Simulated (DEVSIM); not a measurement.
**abrupt GaP p-n junction**

Device: abrupt GaP p-n junction, at 250 K.

```csv
layer (left to right),material,thickness (μm),Nd (cm⁻³),Na (cm⁻³),τn (s),τp (s)
1,GaP,0.370,-,3.3e18,7.5e-7,7.5e-7
2,GaP,12.0,1.2e15,-,7.5e-7,7.5e-7
```

Left contact: ohmic. Right contact: ohmic. Voltage is applied to the left contact. Recombination: SRH at mid-gap, radiative, Auger. Mobility is constant in doping.

Constants are typed, rounded textbook-type inputs, not results; the design itself was drawn at random and stands for no fabricated device. Values at 300 K; Nc and Nv go as T^1.5, mobilities as T to minus their exponent, the gap by Varshni's rule with the affinity fixed.

| parameter | GaP |
|---|---|
| gap (eV) | 2.26 |
| affinity (eV) | 3.8 |
| permittivity | 11.1 |
| Nc (cm⁻³) | 1.8e19 |
| Nv (cm⁻³) | 1.9e19 |
| μn (cm²/Vs) | 250 |
| μp (cm²/Vs) | 150 |
| T exponent of μn | 1.6 |
| T exponent of μp | 1.98 |
| B (cm³/s) | 1e-13 |
| Cn (cm⁶/s) | 1e-30 |
| Cp (cm⁶/s) | 1e-30 |
| Varshni α (eV/K) | 0.00058 |
| Varshni β (K) | 372 |

Simulated with DEVSIM: 1D drift-diffusion, Boltzmann statistics, complete ionisation; no tunnelling, impact ionisation, image-force lowering or self-heating.

```
Quantity                                            Value
---------------------------------------------  ----------
Potential step across the device at zero bias     2.046 V
Largest field in the device at zero bias       95000 V/cm
Dark forward voltage at 1 A/cm²                   1.890 V
Dark forward voltage at 100 A/cm²                 2.079 V
```

Dark forward current:

(V (V), J (A/cm²)): (0.85, 2.9e-14); (0.95, 3.1e-13); (1.05, 3.3e-12); (1.15, 3.7e-11); (1.25, 4.0e-10); (1.35, 4.5e-9); (1.45, 5.4e-8); (1.55, 8.7e-7); (1.65, 3.3e-5); (1.75, 0.0027); (1.85, 0.23); (1.95, 6.4); (2.05, 63); (2.15, 250); (2.25, 580); (2.35, 940); (2.45, 1300); (2.55, 1500); (2.65, 1800); (2.75, 2000)

Small-signal capacitance in reverse bias (quasi-static):

| V (V) | C (nF/cm²) |
|---|---|
| -0.04 | 6.91 |
| -0.1 | 6.81 |
| -0.2 | 6.64 |
| -0.3 | 6.49 |
| -0.4 | 6.35 |
| -0.6 | 6.09 |
| -0.8 | 5.87 |
| -1 | 5.66 |
| -1.3 | 5.39 |
| -1.6 | 5.16 |
| -2 | 4.89 |
